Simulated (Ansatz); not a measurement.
The starting structures come from a database of crystals and need not be the phases stable at ambient conditions.

Consider the following.

```
KZn2BCl2O3
1.0
    8.66788     0.00000     0.00000
    2.88929     9.06452     0.00000
    4.33394     0.00000     2.50220
K Zn B Cl O
1 2 1 2 3
Direct
  0.50000   0.50000   0.00000
  0.69428   0.91716   0.00000
  0.30572   0.08284   0.00000
  0.00000   0.00000   0.00000
  0.77804   0.66588   0.00000
  0.22196   0.33412   0.00000
  0.27668   0.00000   0.44664
  0.72332   0.00000   0.27668
  0.00000   0.00000   0.27668
```

Space group of this cell: R32. The cell is taken as given; by r2SCAN its mean pressure is -2.4 GPa.

Transport runs along the normal of the first two printed cell vectors, the (110) plane of the conventional cell.

No gap correction and no spin-orbit coupling; mid-gap values are interpolated between computed energies.

Task: Compute, with r2SCAN in Ansatz (a program for electronic structure), the band gap and the smallest decay constant κ at mid-gap.

Result: Gap 4.21 eV on a 12×12×12 mesh; κ = 0.385 1/Å, at the zone centre.
